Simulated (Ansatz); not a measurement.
## Hypothetical anti-perovskite Mg3SnO, pressure series

Take Mg$_{3}$SnO in the anti-perovskite structure (space group Pm-3m, No. 221; a hypothetical phase, not in the database extracts checked) as the base.

```xyz
5
Lattice="4.3909 0.0000 0.0000 0.0000 4.3909 0.0000 0.0000 0.0000 4.3909" Properties=species:S:1:pos:R:3 pbc="T T T"
Mg     0.0000     2.1955     2.1955
Mg     2.1955     0.0000     2.1955
Mg     2.1955     2.1955     0.0000
Sn     0.0000     0.0000     0.0000
O      2.1955     2.1955     2.1955
```

Cell and atoms are relaxed at each pressure.

Levels (all Ansatz, a quantum-chemistry and plane-wave program, PAW): PBE (420 eV, no SOC); PBEsol (420 eV, no spin-orbit coupling).

The base cell above is that of PBE; each level relaxes its own structures.

```json
[
 {"case": "pressure −2 GPa", "volume per atom, PBE": "17.46 Å³", "volume per atom, PBEsol": "16.91 Å³"},
 {"case": "pressure −1 GPa", "volume per atom, PBE": "17.18 Å³", "volume per atom, PBEsol": "16.66 Å³"},
 {"case": "pressure 0.3 GPa", "volume per atom, PBE": "16.86 Å³", "volume per atom, PBEsol": "16.36 Å³"},
 {"case": "pressure 0.7 GPa", "volume per atom, PBE": "16.77 Å³", "volume per atom, PBEsol": "16.28 Å³"},
 {"case": "pressure 1.5 GPa", "volume per atom, PBE": "16.59 Å³", "volume per atom, PBEsol": "16.11 Å³"},
 {"case": "pressure 3 GPa", "volume per atom, PBE": "16.27 Å³", "volume per atom, PBEsol": "15.82 Å³"},
 {"case": "pressure 5 GPa", "volume per atom, PBE": "15.90 Å³", "volume per atom, PBEsol": "15.48 Å³"},
 {"case": "pressure 7.5 GPa", "volume per atom, PBE": "15.48 Å³", "volume per atom, PBEsol": "15.09 Å³"},
 {"case": "pressure 10 GPa", "volume per atom, PBE": "15.11 Å³", "volume per atom, PBEsol": "14.75 Å³"}
]
```

PBE lies above PBEsol in every row, by 0.37 Å³ to 0.55 Å³. They put the cases in the same order.

Load acts through the strain it causes; cell and atoms are relaxed under it. No phonon test of stability was made. No other phases were tried under pressure. All final runs are without spin polarisation.
